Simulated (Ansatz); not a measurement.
Base system: InPd in the CsCl type structure (space group Pm-3m, No. 221; a = 3.248 Å; relaxed with 0.1 eV smearing). Axes: x, y, z lie along the cube axes.

Method: DFT with PBEsol, PAW potentials and a 420 eV plane-wave cutoff in Ansatz (a program for electronic structure), without spin-orbit coupling.

For the base:

The shortest interatomic distance is 5.316 bohr.

It is then changed as follows: uniaxial strain ε_zz = +1.00 %, all other strain components held at zero, atoms relaxed at fixed cell.

Q: How does this affect the shortest interatomic distance, energy relative to the base and stress?

A: The shortest interatomic distance increases by 0.0178 bohr to 5.333 bohr; the energy increases by 0.8 meV/atom; the stress (xx, yy, zz, yz, xz, xy; compression positive) is (-1.2, -1.2, -1.5, 0.0, 0.0, 0.0) GPa.

Whether these cells are dynamically stable was not tested. All final runs are without spin polarisation.
